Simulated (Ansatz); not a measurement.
Results of PBEsol+SOC (PAW; Ansatz, a program for electronic structure) for white tin (β-Sn).

Run with plane-wave cutoff 520 eV, 20×20×20 k mesh, Fermi–Dirac smearing 0.05 eV, PAW data made under PBE.

Equation-of-state points:

```json
[
 {"V (Å³/atom)": "25.800", "E − E_lowest (meV/atom)": "8.12", "P (GPa)": "2.518"},
 {"V (Å³/atom)": "26.338", "E − E_lowest (meV/atom)": "1.95", "P (GPa)": "1.186"},
 {"V (Å³/atom)": "26.875", "E − E_lowest (meV/atom)": "0.00", "P (GPa)": "0.001"},
 {"V (Å³/atom)": "27.413", "E − E_lowest (meV/atom)": "1.80", "P (GPa)": "-1.055"},
 {"V (Å³/atom)": "27.950", "E − E_lowest (meV/atom)": "6.95", "P (GPa)": "-1.993"}
]
```

**Question.** Fit the third-order Birch–Murnaghan equation and give B0 and B′.

**Answer.** V0 = 26.875 Å³/atom, B0 = 55.9 GPa, B′ = 4.8 (fit to the energies at full precision).

Shape and atoms are relaxed at each volume.

Measured, for comparison: bulk modulus 57.0 GPa (temperature not stated, no zero-point or thermal correction; as tabulated in Chen et al. (2023), arXiv:2209.05059). Computed (rounded) less measured: bulk modulus -2 %.

Note: the bulk modulus comes from volumes at which shape and atoms were relaxed.

Computed values are for the static lattice.
